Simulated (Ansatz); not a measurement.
# SnPd₃ (Pm-3m, No. 221)

All values below come from PBEsol (Ansatz, a quantum-chemistry and plane-wave program, PAW).

Numerical settings: plane-wave cutoff 500 eV, 14×14×14 k mesh, Fermi–Dirac smearing 0.1 eV, scalar-relativistic PAW data made under PBE.

Cell (relaxed at this level):

Pd$_{3}$Sn has the cubic space group Pm-3m (No. 221), the Cu3Au type structure, Pearson symbol cP4. Cell: a = b = c = 3.9738 Å, α = β = γ = 90.00°. Sn on 1a sees 12 Pd at 2.810 Å (cuboctahedral). Pd on 3c sees 8 Pd at 2.810 Å and 4 Sn at 2.810 Å (cuboctahedral). (Neighbours: up to the widest gap in distance over summed covalent radii, below 1.35, at either atom.)

For SnPd₃ (Pm-3m, No. 221), the band gap comes out as zero (no gap).

Spin–orbit coupling is not included.

The computed numbers hold no vibrational or temperature effects.

Computing time: around 100 core-seconds (rough).
